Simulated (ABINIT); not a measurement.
# Worked example: self-consistent single point of LiBr (Fm-3m, 2 atoms in the cell) in ABINIT

Method of the run: PBE, PAW (JTH v2.0 PBE PAW) (plane waves; ABINIT).

The input file:

```
# LiBr, JTH v2.0 PBE PAW
pp_dirpath "./"
pseudos "Li.GGA_PBE-JTH.xml, Br.GGA_PBE-JTH.xml"
acell 3*1.0 Angstrom
rprim
        -0.0000000000    2.7500000000    2.7500000000
         2.7500000000    0.0000000000    2.7500000000
         2.7500000000    2.7500000000    0.0000000000
natom 2
ntypat 2
znucl 3 35
typat 1 2
xred
         0.0000000000    0.0000000000    0.0000000000
         0.5000000000    0.5000000000    0.5000000000
ecut 40 Ry
pawecutdg 80 Ry
pawxcdev 0
occopt 3
tsmear 0.05 eV
nband 10
kptopt 1
ngkpt 10 10 10
nshiftk 1
shiftk 0 0 0
nstep 50
tolvrs 1.0e-11
prtwf 0
prtden 0
prtvol 1
```

The program printed (abridged):

```
 Symmetries : space group Fm -3 m (#225); Bravais cF (face-center cubic)

 -outvars: echo values of preprocessed input variables --------
            acell      1.8897261329E+00  1.8897261329E+00  1.8897261329E+00 Bohr
             ecut      2.00000000E+01 Hartree
              ixc     -101130
         kptrlatt       10    0    0      0   10    0      0    0   10
          kptrlen      7.34930990E+01
            natom           2
            nband          10
            ngfft          30      30      30
          ngfftdg          45      45      45
             nkpt          47
            nstep          50
             nsym          48
           ntypat           2
           occopt           3
        pawecutdg      4.00000000E+01 Hartree
         pawxcdev           0
            rprim     -0.0000000000E+00  2.7500000000E+00  2.7500000000E+00
                       2.7500000000E+00  0.0000000000E+00  2.7500000000E+00
                       2.7500000000E+00  2.7500000000E+00  0.0000000000E+00
          spgroup         225
           tolvrs      1.00000000E-11
           tsmear      1.83746627E-03 Hartree
            typat      1  2
           useylm           1
             xred      0.0000000000E+00  0.0000000000E+00  0.0000000000E+00
                       5.0000000000E-01  5.0000000000E-01  5.0000000000E-01
            znucl        3.00000   35.00000

== DATASET  1 ==================================================================

 Real(R)+Recip(G) space primitive vectors, cartesian coordinates (Bohr,Bohr^-1):
 R(1)=  0.0000000  5.1967469  5.1967469  G(1)= -0.0962140  0.0962140  0.0962140
 R(2)=  5.1967469  0.0000000  5.1967469  G(2)=  0.0962140 -0.0962140  0.0962140
 R(3)=  5.1967469  5.1967469  0.0000000  G(3)=  0.0962140  0.0962140 -0.0962140
 Unit cell volume ucvol=  2.8068854E+02 bohr^3
 Angles (23,13,12)=  6.00000000E+01  6.00000000E+01  6.00000000E+01 degrees

 Coarse grid specifications (used for wave-functions):

 getcut: wavevector=  0.0000  0.0000  0.0000  ngfft=  30  30  30
         ecut(hartree)=     20.000   => boxcut(ratio)=   2.02991

 Fine grid specifications (used for densities):

 getcut: wavevector=  0.0000  0.0000  0.0000  ngfft=  45  45  45
         ecut(hartree)=     40.000   => boxcut(ratio)=   2.10286

   3.56950271E+02                                ecore*ucvol(ha*bohr**3)

_setup2: Arith. and geom. avg. npw (full set) are    1198.441    1198.418

--- !BeginCycle
solver: {iscf: 17, nstep: 50, nline: 4, wfoptalg: 10, }
tolerances: {tolvrs: 1.00E-11, }
...

     iter   Etot(hartree)      deltaE(h)  residm     nres2
 ETOT  1  -21.168494021875    -2.117E+01 6.071E-01 7.979E-01
 ETOT  2  -21.236020588621    -6.753E-02 2.719E-03 1.477E-01
 ETOT  3  -21.235569620944     4.510E-04 1.244E-03 4.685E-02
 ETOT  4  -21.235616575246    -4.695E-05 1.796E-03 1.422E-03
 ETOT  5  -21.235632844035    -1.627E-05 6.625E-04 1.472E-04
 ETOT  6  -21.235632732603     1.114E-07 3.891E-04 4.447E-06
 ETOT  7  -21.235632745594    -1.299E-08 2.482E-04 2.383E-07
 ETOT  8  -21.235632748205    -2.611E-09 2.615E-05 1.002E-08
 ETOT  9  -21.235632748240    -3.509E-11 1.841E-04 8.294E-10
 ETOT 10  -21.235632748244    -4.331E-12 2.965E-05 1.213E-10
 ETOT 11  -21.235632748241     3.485E-12 1.887E-04 3.520E-12

 At SCF step   11       nres2   =  3.52E-12 < tolvrs=  1.00E-11 =>converged.

 Cartesian components of stress tensor (hartree/bohr^3)
  sigma(1 1)=  2.53405366E-06  sigma(3 2)=  0.00000000E+00
  sigma(2 2)=  2.53405366E-06  sigma(3 1)=  0.00000000E+00
  sigma(3 3)=  2.53405366E-06  sigma(2 1)=  0.00000000E+00

 ----iterations are completed or convergence reached----

 reduced coordinates (array xred) for    2 atoms
       0.000000000000      0.000000000000      0.000000000000
       0.500000000000      0.500000000000      0.500000000000
 cartesian forces (eV/Angstrom) at end:
    1     -0.00000000000000    -0.00000000000000    -0.00000000000000
    2     -0.00000000000000    -0.00000000000000    -0.00000000000000
 frms,max,avg= 0.0000000E+00 0.0000000E+00   0.000E+00  0.000E+00  0.000E+00 e/A
 length scales=  1.889726132886  1.889726132886  1.889726132886 bohr
              =  1.000000000000  1.000000000000  1.000000000000 angstroms
 Fermi (or HOMO) energy (hartree) =   0.02697   Average Vxc (hartree)=  -0.31311
 Eigenvalues (hartree) for nkpt=  47  k points:
 kpt#   1, nband= 10, wtk=  0.00100, kpt=  0.0000  0.0000  0.0000 (reduced coord)
  -1.68288   -0.54651   -0.05278   -0.05278   -0.05278    0.12842    0.33451    0.33451
   0.33451    0.39829
      occupation numbers for kpt#   1
   2.00000    2.00000    2.00000    2.00000    2.00000    0.00000    0.00000    0.00000
   0.00000    0.00000
 prteigrs : prtvol=0 or 1, do not print more k-points.

--- !EnergyTerms
comment             : Components of total free energy in Hartree
kinetic             :  6.35189768532384E+00
hartree             :  3.00627912037179E+00
xc                  : -6.82286214551262E+00
Ewald energy        : -1.49945143343090E+01
psp_core            :  1.27169519829998E+00
local_psp           : -8.57389983331691E+00
spherical_terms     : -1.47422842209673E+00
internal            : -2.12356327312396E+01
'-kT*entropy'       :  7.83995577207979E-16
total_energy        : -2.12356327312396E+01
total_energy_eV     : -5.77850953759742E+02
...

-Cartesian components of stress tensor (GPa)         [Pressure= -7.4554E-02 GPa]
- sigma(1 1)=  7.45544200E-02  sigma(3 2)=  0.00000000E+00
- sigma(2 2)=  7.45544200E-02  sigma(3 1)=  0.00000000E+00
- sigma(3 3)=  7.45544200E-02  sigma(2 1)=  0.00000000E+00

 Calculation completed.
```

The run converged in 11 iterations.

The starting cell has typed, rounded lattice constants, without a prior relaxation at this level.

Cost on one core of a shared machine: roughly 50 s.
